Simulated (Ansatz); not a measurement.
## Hypothetical wurtzite BeS: pressure series

Base system: BeS in the wurtzite structure (space group P6_3mc, No. 186; a = 3.412 Å, c = 5.625 Å; a hypothetical phase, not in the database extracts checked).

Cell and atoms are relaxed at each pressure.

Levels (all Ansatz, a first-principles code, PAW): PBEsol (420 eV, no spin-orbit coupling); HSE06 (420 eV, no spin-orbit coupling).

Band gaps by level, all at the geometries relaxed with PBEsol:

| case | PBEsol | HSE06 |
|---|---|---|
| base | 3.44 eV | 4.58 eV |
| pressure −2 GPa | 3.52 eV | 4.66 eV |
| pressure −1 GPa | 3.48 eV | 4.62 eV |
| pressure 0.3 GPa | 3.42 eV | 4.57 eV |
| pressure 0.7 GPa | 3.41 eV | 4.55 eV |
| pressure 1.5 GPa | 3.38 eV | 4.52 eV |
| pressure 3 GPa | 3.32 eV | 4.46 eV |
| pressure 7.5 GPa | 3.16 eV | 4.29 eV |

Single points use the geometry relaxed with PBEsol. The hybrid gap comes from the SCF mesh plus the semilocal run's edge points and a few special points and is an upper bound. Load acts through the strain it causes; cell and atoms are relaxed under it. No phonon test of stability was made. No other phases were tried under pressure.
